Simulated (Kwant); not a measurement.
Model system: six-terminal Hall bar in a Si two-dimensional gas. Effective mass 0.19 mₑ, grid spacing 5.8 nm, hard walls, nominal width 150 nm (25 grid rows, so walls 150.8 nm apart), one parabolic valley, scattering region 390 nm long along x; energies count from the band bottom; Fermi energy 0.00257 eV. Four side probes 75 nm wide, two on each edge; current runs along x; the sign of the Hall resistance is a convention. Perpendicular field swept from 0.35149 to 7.1705 T, also in the leads; orbital effect alone.

The device is made up for the run: typed textbook-type constants, with dimensions and the other settings drawn at random.

Kwant, effective-mass tight-binding model on a square grid, one spin, coherent transport at 0 K. Resistances are in h/e².

Q: How many Landau levels lie under the Fermi energy, and what Hall resistance follows, at 2.57 meV and 0.698 T; 2.57 meV and 2.43 T; 2.57 meV and 3.59 T; 2.57 meV and 5.90 T?

A: ħωc = ħeB/m = 0.609 meV a tesla; levels lie at (n + ½)ħωc. E/ħωc = 6.04 gives 6 levels and h/(6e²) = 0.167; simulated 0.178, off the plateau. E/ħωc = 1.73 gives 2 levels and h/(2e²) = 0.500; simulated 0.500. E/ħωc = 1.18 gives 1 level and h/(1e²) = 1.000; simulated 1.000. E/ħωc = 0.72 gives 1 level and h/(1e²) = 1.000; simulated 1.000. The count is that of a wide sample; where the walls of bar or probes squeeze the orbits, it misses.
